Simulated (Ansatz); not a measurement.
Adsorption energy and surface dipole of H on the 1x1 (111) surface of fcc Pt, one in a 2x2 cell, started at the site 'hollow Pt-Pt-Pt over Pt at depth 2.3 Å', worked from the runs' numbers; total energies count from the potentials' own zero.

All values below come from PBE (plane waves to 420 eV, PAW; Ansatz, a quantum-chemistry and plane-wave program).

Set-up: 17 atoms, 6.9 Å thick at the start under the adsorbate (thin: gaps and levels are the slab's own); mesh 6x6x1; 0.1 eV smearing; dipole correction on; 8 atoms held, the rest relaxed; held to the start's symmetry, so lower structures may exist; no spin, no spin-orbit, no U, no dispersion correction. At the end it is bonded to 3 Pt. In PBE this state lies 0.05 eV over the lowest of the starts that converged ('hollow Pt-Pt-Pt over Pt at depth 4.6 Å').

```
quantity                                                             value
----------------------------------------------------------  --------------
slab with the adsorbate                                     -200379.606 eV
clean slab, same cell and mesh                              -200363.317 eV
reference, ½ H2(g)                                              -15.872 eV
area of the cell                                                  27.30 Å²
change of the step from the bottom to the top vacuum level       -0.068 eV
```

**Question.** What is the adsorption energy against this reference?

**Answer.** E(slab + adsorbate) − E(slab) − E(reference) = -0.42 eV, so in this state the adsorbate is more stable than in the reference, at a coverage of 3.66 a nm².
